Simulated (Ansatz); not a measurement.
**PbSnS2 (Pmc2₁, No. 26, 8 atoms in the cell; start mp-1218951)**

All values below come from LDA (plane waves, PAW; Ansatz, a program for electronic structure).

Run with plane-wave cutoff 520 eV, 8×8×4 k mesh (along the axes of the cell as run), Fermi–Dirac smearing 0.01 eV, scalar-relativistic PAW data made under PBE.

Cell (relaxed with PBE-D3(BJ)):

```xyz
8
Lattice="4.0844 0.0000 0.0000 0.0000 4.2453 0.0000 0.0000 0.0000 11.4087" Properties=species:S:1:pos:R:3 pbc="T T T"
Sn     2.0422     1.5683     4.2779
Sn     2.0422     2.6770     9.9823
Pb     0.0000     0.6182     7.0069
Pb     0.0000     3.6271     1.3025
S      0.0000     0.9447     9.8108
S      0.0000     3.3006     4.1064
S      2.0422     1.2839     1.7220
S      2.0422     2.9613     7.4263
```

```
Quantity                                      Result
-------------------------------------------  -------
band gap                                     0.71 eV
smallest direct gap on the k points sampled  0.87 eV
direct gap at Γ                              1.54 eV
```

Note: cell and atoms aren't relaxed at this level (pressure -2.5 GPa).

Spin–orbit coupling is not included; with these elements it can move the gap by several tenths of an eV or more.

Computed values are for the static lattice.

A start named mp-… is a Materials Project structure, which need not be a measured phase.
